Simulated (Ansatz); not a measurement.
# MoPd (model structure, Pm-3m, No. 221, 2 atoms in the cell)

Level of theory: LDA (PAW; Ansatz, an electronic-structure program).

Settings: plane-wave cutoff 520 eV, 18×18×18 k mesh, Fermi–Dirac smearing 0.05 eV, no spin polarisation, scalar-relativistic PAW data made under PBE.

Cell (relaxed at this level):

Space group Pm-3m (No. 221); a = b = c = 3.098 Å, α = β = γ = 90.00°

```csv
atom,site,symmetry,x,y,z
Pd,1a,m-3m,0.0000,0.0000,0.0000
Mo,1b,m-3m,0.5000,0.5000,0.5000
```

```yaml
bulk modulus B0: 254 GPa
```

Note: the run has no spin polarisation, so it can have missed a magnetic state; the bulk modulus is −V dP/dV from two relaxed cells at ±2 % in volume; the relaxation could raise the start's symmetry but not lower it, so the cell can be a saddle point.

Static lattice: no zero-point or thermal effects.

Cost on a shared machine: very roughly 26 core-seconds.

A model structure was made by putting elements into a prototype or built by hand; it is no filed structure, need not be a known phase, and can be a saddle point held by its symmetry.
